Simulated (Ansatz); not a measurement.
Band structure of CuZn (Pm-3m, 2 atoms in the cell).

```yaml
crystal:
  lattice:
    - [2.95000, 0.00000, 0.00000]
    - [0.00000, 2.95000, 0.00000]
    - [0.00000, 0.00000, 2.95000]
  atoms:
    - { symbol: Zn, position: [0.50000, 0.50000, 0.50000] }
    - { symbol: Cu, position: [0.00000, 0.00000, 0.00000] }
```

Level of theory: PBE (plane waves, PAW; Ansatz, an electronic-structure program).

Settings: kpoints.mp_grid.grid = 15 15 15; hamiltonian.xc = pbe; hamiltonian.pseudopotentials = {kind: paw} (the program's default PAW files); scf.occupations.method = gaussian; scf.occupations.width = 0.272 eV; kpoints.band_path.npoints = 8.

The starting cell has typed, rounded lattice constants, without a prior relaxation at this level. Spin polarisation is off.

Levels in eV from the Fermi level, bands 12 to 19:
```csv
point,12,13,14,15,16,17,18,19
Γ,-3.56,-2.71,-2.71,-2.71,6.15,6.15,6.15,11.19
X,-3.68,-3.26,-3.26,-2.78,-1.99,11.63,11.63,12.21
M,-2.86,-2.86,-2.47,-1.91,-1.91,1.74,2.05,13.85
R,-4.28,-2.45,-2.45,3.79,4.28,4.28,4.28,4.49
```

Bands cross the Fermi level along this path, so the cell is metallic at this level.

Keys are those of Ansatz 0.2.
